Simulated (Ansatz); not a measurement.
Input and output of a dielectric-response calculation for SrC₂ (C2/c, 6 atoms in the cell) (Ansatz, an electronic-structure program).

Method: LDA (PW92), default PAW files made with PBE (plane waves; Ansatz).

```
CELL_PARAMETERS angstrom
      3.54678    -2.22691     0.00000
      3.54678     2.22691     0.00000
     -2.39740     0.00000     7.45146
ATOMIC_POSITIONS crystal
  Sr 0.17883 0.82117 0.75000
  Sr 0.82117 0.17883 0.25000
  C  0.42227 0.12839 0.55761
  C  0.57773 0.87161 0.44239
  C  0.87161 0.57773 0.94239
  C  0.12839 0.42227 0.05761
```

Reference input (self-consistent single point, DFT, LDA (PW92), plane waves, default PAW files made with PBE): basis.ecutwfc = 420 eV; kpoints.mp_grid.grid = 7 7 4; hamiltonian.xc = lda; hamiltonian.pseudopotentials = {kind: paw} (the program's default PAW files); scf.occupations.method = fermi_dirac; scf.occupations.width = 0.01 eV. This run's input differs from it in these lines:

Ansatz 0.2 input:
```diff
@@ -15,3 +15,3 @@
 kpoints:
-  mp_grid: { grid: [7, 7, 4] }
+  mp_grid: { grid: [11, 11, 6] }
 hamiltonian:
@@ -20,7 +20,5 @@
 scf:
-  occupations: { method: fermi_dirac, width: 0.01 }
-output:
-  forces: true
-  eigenvalues: true
-  stress: true
+  occupations: { method: fixed }
+dielectric:
+  field_mesh: kpoints
```

Output (repeated stretches shortened):

```
SCF iter   1: F=—  HF=-7859.809822 eV  |F-HF|=—  |Δ(HF+E_count)|=         —  Δρ=6.46e-3  dr2=5.05e-2  ethr=1.77e-3  ⟨swp⟩=5.4  Hψ=40808  notcnv=0  defer=1174
all-band conjugate gradients solve this SCF's bands
preconditioner: auto → Resta (q_TF=auto, 2.239 Å⁻¹)
SCF iter   2: F=—  HF=-7859.795604 eV  |F-HF|=—  |Δ(HF+E_count)|=   1.42e-2  Δρ=2.93e-3  dr2=7.23e-3  ethr=1.40e-4  ⟨swp⟩=2.7  Hψ=15438  notcnv=0  defer=1456
   [... lines left out ...]
SCF iter   5: F=—  HF=-7859.793525 eV  |F-HF|=—  |Δ(HF+E_count)|=   3.71e-6  Δρ=2.20e-5  dr2=6.67e-7  ethr=2.93e-8  ⟨swp⟩=2.6  Hψ=14993  notcnv=0  defer=1305
SCF iter   6: F=—  HF=-7859.793525 eV  |F-HF|=—  |Δ(HF+E_count)|=   1.77e-7  Δρ=5.54e-6  dr2=3.92e-8  ethr=1.85e-9  ⟨swp⟩=2.1  Hψ=13727  notcnv=0  defer=819
SCF iter   7: F=—  HF=-7859.793525 eV  |F-HF|=—  |Δ(HF+E_count)|=   5.74e-9  Δρ=9.98e-7  dr2=1.07e-9  ethr=1.09e-10  ⟨swp⟩=2.4  Hψ=13621  notcnv=0  defer=820
SCF iter   8: F=-7859.793525 eV  HF=-7859.793525 eV  |F-HF|=1.18e-11  |Δ(HF+E_count)|=  6.39e-10  Δρ=2.06e-7  dr2=4.13e-11  ethr=1.00e-12  ⟨swp⟩=14.6  Hψ=54905  notcnv=0
SCF 1 converged in 8 iterations: F = -7859.793525 eV  dr2 = 4.13e-11
DFPT response loops at Γ: preconditioner auto → Resta (q_TF=auto, 2.239 Å⁻¹)  ε∞=5.3 (no band partly filled) …
Free energy (F): -7859.793525 eV
Internal energy: -7859.793525 eV  (E = F + TS)
E sigma→0 (E₀):  -7859.793525 eV
Fermi energy:    3.839898 eV
--- Dielectric response (ions clamped): 3 representative field directions + reference, on 364 of 726 k-points (Σ response iterations 27) ---
  k mesh reduced under 1 symmetry operation, with k and −k counted as one. Each operation leaves every solved perturbation unchanged …
   [... lines left out ...]
        -0.03865   -1.15972   -0.10882
         0.01981   -0.01319   -1.17173
    site 5:
        -1.17401   -0.00405   -0.01855
        -0.03865   -1.15972   -0.10882
         0.01981   -0.01319   -1.17173
  Z* charge neutrality: 1.632e-5 e pre-enforcement
  k-mesh period / interband length: 46.1 Å / 1.46 Å = 31.58 at k = (0.4545, 0.0000, -0.5000), direct gap 3.045 eV — 14 or more, which is no proof of convergence
```

The run converged in 8 iterations. 

Summary of the result:
```
Property                                                                                                                                Result
----------------------------------------------------------------------------------------  ----------------------------------------------------
Free energy E − TS (on the zero of these files)                                                                                  -7859.7935 eV
Top of the valence band (on the code's own zero)                                                                                       3.84 eV
Gap on the k-point mesh                                                                                                                2.15 eV
ε∞ at this k-point mesh, which may be far from converged in small-gap cells (xx, yy, zz)                                      3.40, 3.71, 3.69
Born charges at this mesh (mean of the diagonal, e)                                       Sr 2.34, Sr 2.34, C -1.17, C -1.17, C -1.17, C -1.17
```

The starting cell comes from a database of computed structures (which also holds hypothetical and non-ambient phases and stackings), without a prior relaxation at this level. Its lattice was rescaled by up to half a per cent.

Cost on one core of a shared machine: roughly 10 min.
